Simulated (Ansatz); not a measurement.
The starting structures come from a database of crystals and need not be the phases stable at ambient conditions.

By PBEsol, the system below comes out a metal.

A figure of merit of an interconnect metal is its ballistic conductance per area.

Data:

```yaml
crystal:
  lattice:
    - [3.31479, 0.00000, 0.00000]
    - [0.00000, 3.83113, 0.00000]
    - [1.65740, 1.91557, 2.10787]
  atoms:
    - { symbol: Sn, position: [0.00000, 0.00000, 0.00000] }
```

Space group of this cell: Immm. The cell is strained (lengths across the current scaled by 0.98, ions clamped); by PBEsol its mean pressure is -0.7 GPa.

The current flows along the normal of the first two printed cell vectors. No spin-orbit coupling; the value is a mean over 0.1 eV about the Fermi level.

Question: Give the ballistic conductance per area that PBEsol in Ansatz (a quantum-chemistry and plane-wave program) yields.

Answer: 1.2 × 10¹⁵ S/m² for both spins.
